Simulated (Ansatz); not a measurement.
Effect of Ti → Zr on Ti

The parent structure is Ti in the hcp (Mg type) structure (space group P6_3/mmc, No. 194; a = 2.9389 Å, c = 4.6500 Å).

It is then changed as follows: full substitution Ti → Zr, then cell and atoms are relaxed.

All numbers come from plane-wave PAW DFT at the PBE level (Ansatz, a program for electronic structure, 420 eV), no spin-orbit coupling, earlier PAW set. k-mesh 17×17×9 (Γ-centred); smearing 0.05 eV (Fermi–Dirac), for the changed cell.

```tsv
quantity	base	changed	shift
density	4.57 g/cm³	6.47 g/cm³	+1.90 g/cm³
lattice parameter a	2.939 Å	3.232 Å	+0.293 Å
c/a ratio	1.582	1.601	+0.019
space group	P6_3/mmc (No. 194)	P6_3/mmc (No. 194)	–
shortest interatomic distance	2.878 Å	3.189 Å	+0.311 Å
band gap	zero	zero	–
```

Whether these cells are dynamically stable was not tested. All final runs are without spin polarisation.
